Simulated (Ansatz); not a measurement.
# Al: biaxial strain −2.15 %, plane normal [110], relaxed out of plane

The parent structure is Al in the fcc (Cu type) structure (space group Fm-3m, No. 225; a = 3.9920 Å). Axes: x, y, z lie along the cube axes.

Modification: compressive biaxial strain of 2.15 % in the plane normal to [110], as in epitaxy on a mismatched substrate; the out-of-plane cell vector and the atoms relax.

The values are results of Ansatz (an electronic-structure program), r2SCAN, PAW, cutoff 500 eV, no spin-orbit coupling, not measurements. k-mesh 20×20×20 (Γ-centred); smearing 0.05 eV (Fermi–Dirac).

The volume per atom drops by 0.298 Å³, from 15.90 Å³ to 15.61 Å³ and the space group changes from Fm-3m (No. 225) to Immm (No. 71). The energy rises by 7.1 meV/atom and the pressure (mean of the normal stresses, compression positive) goes from zero to 2.2 GPa. The band gap stays zero and the out-of-plane strain amounts to +2.48 % (rough).

Final structure (turned so that z lies along the plane normal):

```xyz
1
Lattice="2.7621 0.0000 0.0000 0.0000 3.9062 0.0000 1.3810 1.9531 1.4464" Properties=species:S:1:pos:R:3 pbc="T T T"
Al     0.0000     0.0000     0.0000
```

Without a gap, meshes like the base's 20×20×20 leave anisotropic stresses uncertain by several tenths of a GPa, and small strain energies with them. No phonon test of stability was made.
